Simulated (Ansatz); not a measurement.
**CsCl-type CoAl**

All values below come from PBEsol-D3(BJ) (plane waves, PAW; Ansatz, a quantum-chemistry and plane-wave program).

Settings: plane-wave cutoff 520 eV, 20×20×20 k mesh, Fermi–Dirac smearing 0.05 eV, no spin polarisation, scalar-relativistic PAW data made under PBE.

Cell: relaxed at this level.

```json
{
  "volume_per_atom": "10.91 Å³/atom",
  "bulk modulus B0": "207 GPa",
  "equilibrium_lattice_constant_a": "2.794 Å",
  "band_gap": "none",
  "pressure derivative B′ of the bulk modulus": "4.2"
}
```

Measured, for comparison: equilibrium volume per atom 11.71 Å³/atom, bulk modulus 162 GPa, lattice constant a 2.861 Å (room temperature, no zero-point or thermal correction; as tabulated in Yamada et al. (2019), arXiv:1910.09660). Computed (rounded) less measured: equilibrium volume per atom -6.8 %, bulk modulus +28 %, lattice constant a -2.3 %.
